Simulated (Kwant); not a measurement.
Model system: wire with a row of barriers in a In0.53Ga0.47As two-dimensional gas. Effective mass 0.041 mₑ, grid spacing 5 nm, hard walls, nominal width 150 nm (29 grid rows, so walls 150 nm apart), one parabolic valley, scattering region 500 nm long along x; energies count from the band bottom; Fermi energy swept from 0.0003261 to 0.0038724 eV. 2 barrier(s) across the wire, height 0.0058 eV, thickness 15 nm (about 3 grid columns), spaced by 40 nm.

The device is made up for the run: typed textbook-type constants, with dimensions and the other settings drawn at random.

Model: effective-mass tight-binding model on a square grid, one spin, coherent transport at 0 K (Kwant). Conductance is in e²/h.

Sweep values stay those of the base run.

The well width was swept, all else fixed.

```csv
well width (nm),G (e²/h) at E = 2.980 meV,G (e²/h) at E = 1.196 meV,G (e²/h) at E = 3.872 meV,mean G (e²/h) over the sweep
30,1.04,0.015,1.20,0.42
40,0.53,0.018,0.84,0.47
50,0.96,0.028,0.35,0.37
70,0.23,0.24,0.82,0.27
90,1.03,0.10,0.60,0.33
```

From the first row to the last the G at E = 2.980 meV goes from 1.04 to 1.03. From the first row to the last the G at E = 1.196 meV goes from 0.015 to 0.10.
